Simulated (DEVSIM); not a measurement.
Device: CdS/CdTe n-p heterojunction, at 300 K.

```
layer (left to right)  material  thickness (μm)  Nd (cm⁻³)  Na (cm⁻³)  τn (s)  τp (s)
---------------------  --------  --------------  ---------  ---------  ------  ------
1                           CdS           0.830     2.6e16          -  1.8e-9  1.8e-9
2                          CdTe           0.400          -       2e15  1.8e-9  1.8e-9
```

Left contact: ohmic. Right contact: ohmic. Voltage is applied to the left contact. Recombination: SRH at mid-gap, Auger. Mobility is μmin + (μ − μmin)/(1 + (N/Nref)^α).

This is a model device: material constants are rounded textbook-type values typed into the input, and sizes, dopings and lifetimes were drawn at random. Values at 300 K.

| parameter | CdS | CdTe |
|---|---|---|
| gap (eV) | 2.4 | 1.5 |
| affinity (eV) | 4.3 | 4.28 |
| permittivity | 9 | 10.2 |
| Nc (cm⁻³) | 2.2e18 | 8e17 |
| Nv (cm⁻³) | 1.8e19 | 1.8e19 |
| μn (cm²/Vs) | 300 | 1000 |
| μp (cm²/Vs) | 25 | 80 |
| μn,min | 30 | 100 |
| μp,min | 3 | 10 |
| Nref,n | 1e17 | 1e17 |
| Nref,p | 1e17 | 1e17 |
| αn | 0.6 | 0.6 |
| αp | 0.6 | 0.6 |
| Cn (cm⁶/s) | 1e-30 | 1e-30 |
| Cp (cm⁶/s) | 1e-30 | 1e-30 |

DEVSIM, 1D drift-diffusion, Boltzmann statistics, complete ionisation; no tunnelling, impact ionisation, image-force lowering or self-heating. Band offsets follow the typed affinities; no thermionic-emission limit at abrupt steps, no polarisation charge.

The minority lifetime in layer 2 was swept, all else fixed.

```csv
minority lifetime in layer 2 (s),dark forward voltage at 1 A/cm² (V)
5.4e-11,0.941
1.8e-10,0.945
5.4e-10,0.947
1.8e-9,0.949
5.4e-9,0.949
1.8e-8,0.950
5.4e-8,0.950
```

From the first row to the last the dark forward voltage at 1 A/cm² goes from 0.941 to 0.950.
